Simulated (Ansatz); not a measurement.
# CdS, response to strain

Start from CdS in the zinc blende structure (space group F-43m, No. 216; a = 5.8778 Å). Axes: x, y, z lie along the cube axes.

Strains are applied to the cell and any free atomic positions relax; under biaxial strain the out-of-plane vector relaxes too.

Levels (all Ansatz, an electronic-structure program, PAW): r2SCAN (500 eV, no spin-orbit coupling); HSE06 (420 eV, no SOC).

Band gaps by level, all at the geometries relaxed with r2SCAN:

```json
[
 {"case": "base", "r2SCAN": "1.54 eV", "HSE06": "2.11 eV"},
 {"case": "biaxial strain −4.09 %, plane normal [001], relaxed out of plane", "r2SCAN": "1.47 eV", "HSE06": "…"},
 {"case": "biaxial strain +0.76 %, plane normal [111], relaxed out of plane", "r2SCAN": "1.49 eV", "HSE06": "…"},
 {"case": "isotropic strain −2.50 %", "r2SCAN": "1.71 eV", "HSE06": "2.29 eV"},
 {"case": "isotropic strain −1.66 %", "r2SCAN": "1.66 eV", "HSE06": "…"}
]
```

### Question
What belongs in the blanks?

### Answer

- biaxial strain −4.09 %, plane normal [001], relaxed out of plane, HSE06: 2.03 eV
- biaxial strain +0.76 %, plane normal [111], relaxed out of plane, HSE06: 2.05 eV
- isotropic strain −1.66 %, HSE06: 2.23 eV

Single points use the geometry relaxed with r2SCAN. No phonon test of stability was made.
